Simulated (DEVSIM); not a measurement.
Structure: Cr/SiO2/p-InP capacitor, at 400 K.

| layer (left to right) | material | thickness (nm) | Na (cm⁻³) |
|---|---|---|---|
| 1 | SiO2 | 5.60 | - |
| 2 | InP | 9700 | 4.1e15 |

Metal gate on the left, work function 4.5 eV. Fixed charge at the semiconductor interface 9e11 cm⁻² (in units of +e); interface traps 1e11 cm⁻² eV⁻¹, uniform in energy, neutral level at 0.3 of the gap above the valence band.

The device is made up for the run: typed textbook-type constants, with dimensions and the other settings drawn at random. Values at 300 K; Nc and Nv go as T^1.5, mobilities as T to minus their exponent, the gap by Varshni's rule with the affinity fixed.

```csv
parameter,SiO2,InP
gap (eV),9,1.344
affinity (eV),0.9,4.38
permittivity,3.9,12.5
Nc (cm⁻³),-,5.7e17
Nv (cm⁻³),-,1.1e19
Varshni α (eV/K),-,0.000363
Varshni β (K),-,162
```

Simulated with DEVSIM: 1D Poisson equation in equilibrium, Boltzmann statistics, complete ionisation; no quantum confinement or tunnelling. Metal contacts follow the ideal Schottky-Mott rule: no Fermi-level pinning, no interface dipoles.

Q: Tabulate band edges, carrier densities and field at -0.6 V on the gate.

A: Energies count from the Fermi level of the right contact; mesh points crowd at the junctions.

```tsv
x (μm)	Ec (eV)	Ev (eV)	n (cm⁻³)	p (cm⁻³)	field (V/cm)
0.000	4.200	-4.800	< 1e2	< 1e2	-330000
0.001276	4.158	-4.842	< 1e2	< 1e2	-330000
0.003334	4.091	-4.909	< 1e2	< 1e2	-330000
0.004992	4.037	-4.963	< 1e2	< 1e2	-330000
0.006725	0.540	-0.771	1.4e11	3.3e9	23000
0.009772	0.547	-0.764	1.1e11	4.0e9	23000
0.01731	0.565	-0.747	6.8e10	6.6e9	22000
0.04519	0.625	-0.686	1.2e10	3.8e10	21000
0.09953	0.729	-0.582	5.7e8	7.8e11	18000
0.2263	0.905	-0.407	3500000	1.3e14	10000
0.5400	1.021	-0.290	120000	3.7e15	440
1.700	1.024	-0.287	110000	4.1e15	≈ 0
3.961	1.024	-0.287	110000	4.1e15	≈ 0
7.071	1.024	-0.287	110000	4.1e15	≈ 0
8.874	1.024	-0.287	110000	4.1e15	≈ 0
9.362	1.024	-0.287	110000	4.1e15	≈ 0
9.559	1.024	-0.287	110000	4.1e15	≈ 0
9.646	1.024	-0.287	110000	4.1e15	≈ 0
9.687	1.024	-0.287	110000	4.1e15	≈ 0
9.698	1.024	-0.287	110000	4.1e15	≈ 0
9.703	1.024	-0.287	110000	4.1e15	≈ 0
9.706	1.024	-0.287	110000	4.1e15	≈ 0
```
